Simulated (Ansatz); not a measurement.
# Effect of isotropic strain −3.00 % on Cu3N

Consider Cu3N (space group Pm-3m, No. 221; a = 3.765 Å).

One thing is altered: the cell is scaled by 0.9700 in all directions, atoms relaxed at fixed cell.

The values are results of PBEsol/PAW in Ansatz (a quantum-chemistry and plane-wave program), spin-orbit coupling left out, not measurements. k-mesh 12×12×12 (Γ-centred); smearing 0.05 eV (Fermi–Dirac).

| quantity | base | changed | shift |
|---|---|---|---|
| volume per atom | 13.34 Å³ | 12.18 Å³ | -1.165 Å³ |
| shortest interatomic distance | 1.882 Å | 1.826 Å | -0.056 Å |
| energy relative to the base (free energy F) | 0 meV/atom | +51 meV/atom | +51 meV/atom |
| pressure | 0.0 GPa | 15.1 GPa | +15.1 GPa |
| band gap | zero | zero | – |

No phonon test of stability was made. The final runs are not spin-polarised. Gaps under 0.05 eV, about the width of the smearing, are given as zero. The zero or small gap of Cu3N can change with the level of theory.
